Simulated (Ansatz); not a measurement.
A computed series for hypothetical anti-perovskite Mg3SnO: pressure series

Consider Mg3SnO in the anti-perovskite structure (space group Pm-3m, No. 221; a = 4.347 Å; a hypothetical phase, not in the database extracts checked).

Cell and atoms are relaxed at each pressure.

Method: Ansatz (a program for electronic structure) PBEsol, no spin-orbit coupling.

Notes on the quantities. enthalpy: H = E + PV relative to the base's energy.

```csv
case,shortest interatomic distance,enthalpy
base,2.173 Å,–
pressure −2 GPa,2.194 Å,-0.21 eV/atom
pressure −1 GPa,2.184 Å,-0.10 eV/atom
pressure 0.3 GPa,2.171 Å,+0.03 eV/atom
pressure 0.7 GPa,2.167 Å,+0.07 eV/atom
pressure 1.5 GPa,2.160 Å,+0.15 eV/atom
pressure 3 GPa,2.146 Å,+0.30 eV/atom
pressure 5 GPa,2.131 Å,+0.50 eV/atom
pressure 7.5 GPa,2.113 Å,+0.74 eV/atom
pressure 10 GPa,2.097 Å,+0.97 eV/atom
```

Load acts through the strain it causes; cell and atoms are relaxed under it. Whether these cells are dynamically stable was not tested. No other phases were tried under pressure. All final runs are without spin polarisation.
